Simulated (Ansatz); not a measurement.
# GaN: response to strain

Consider GaN in the zinc blende structure (space group F-43m, No. 216; a = 4.5485 Å).

Strains are applied to the cell and any free atomic positions relax.

Computed with PBE, PAW, 420 eV (Ansatz, an electronic-structure program; no spin-orbit coupling).

| isotropic strain (%) | pressure (GPa) |
|---|---|
| -3 | 19.2 |
| -2.5 | ? |
| -2 | 11.9 |
| -1 | 5.5 |
| 0 | 0.0 |
| 0.5 | -2.5 |
| 1 | -4.8 |
| 1.5 | -7.0 |
| 2.5 | -10.8 |

Fit P = P₀ − Bδ + Cδ² with δ = (1 + ε)³ − 1 to the rows shown and predict the withheld row.

Least squares on the printed values gives P₀ = 0.0 GPa, B = 176 GPa, C = 486 GPa (largest residual 0.1 GPa); this predicts 15.5 GPa, and the run gives 15.5 GPa, in agreement.

Stability against distortions was not tested. This is not the structure that GaN has at room temperature and ambient pressure.
